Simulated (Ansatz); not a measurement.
What pressure 15 GPa does to Se

The reference is Se (space group P3_121, No. 152; a = 4.535 Å, c = 5.041 Å; made of chains).

The change: a hydrostatic pressure of 15 GPa.

Level of theory: Ansatz (a program for electronic structure) PBE, no spin-orbit coupling. k-mesh 8×8×7 (Γ-centred); smearing 0.05 eV (Fermi–Dirac).

| quantity | base | changed | shift |
|---|---|---|---|
| volume per atom | 29.92 Å³ | 19.71 Å³ | -10.215 Å³ |
| density | 4.38 g/cm³ | 6.65 g/cm³ | +2.27 g/cm³ |
| lattice parameter a | 4.535 Å | 3.641 Å | -0.8935 Å |
| c/a ratio | 1.112 | 1.414 | +0.3026 |
| shortest interatomic distance | 2.400 Å | 2.473 Å | +0.073 Å |
| enthalpy H = E + PV relative to the base's energy | – | +2.09 eV/atom | – |
| band gap | 1.04 eV | zero | – |

Final structure:

```xyz
3
Lattice="3.6411 0.0000 0.0000 -1.8205 3.1533 0.0000 0.0000 0.0000 5.1501" Properties=species:S:1:pos:R:3 pbc="T T T"
Se     1.0276     0.0000     4.2917
Se    -0.5138     0.8899     0.8583
Se     1.3068     2.2634     2.5750
```

From pressure 15 GPa on, the axis ratios lie over 15 % from the base's, so the cell there is far from its starting form. Load acts through the strain it causes; cell and atoms are relaxed under it. Whether these cells are dynamically stable was not tested. Competing high-pressure phases were not computed. No dispersion term is included, though the crystal is made of layers, chains or molecules, so its spacings can come out too wide. The zero or small gap of Se under pressure 15 GPa can change with the level of theory.
